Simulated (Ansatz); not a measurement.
Take BaTiO$_{3}$ (space group R3m, No. 160; a = 5.635 Å, c = 6.926 Å (hexagonal axes)) as the base.

All numbers come from plane-wave PAW DFT at the PBEsol level (Ansatz, a program for electronic structure, 420 eV), without spin-orbit coupling, earlier PAW set.

Before the change:

The gap character is indirect, T → Γ and the smallest direct gap comes out as 2.62 eV. The density is 6.10 g/cm³.

Now apply this change: cell and atoms relaxed at a pressure of 7.5 GPa.

Predict the new gap character, mean gap deformation potential ΔEg/Δln V, smallest direct gap and density.

The gap character is still indirect, T → Γ; the mean gap deformation potential ΔEg/Δln V comes out as +6.5 eV; the smallest direct gap falls by 0.56 eV (2.62 eV → 2.06 eV); the density goes up by 0.32 g/cm³ (6.10 g/cm³ → 6.42 g/cm³).

Load acts through the strain it causes; cell and atoms are relaxed under it. Whether these cells are dynamically stable was not tested. Competing high-pressure phases were not computed. All final runs are without spin polarisation. This is not the structure that BaTiO3 has at room temperature and ambient pressure.
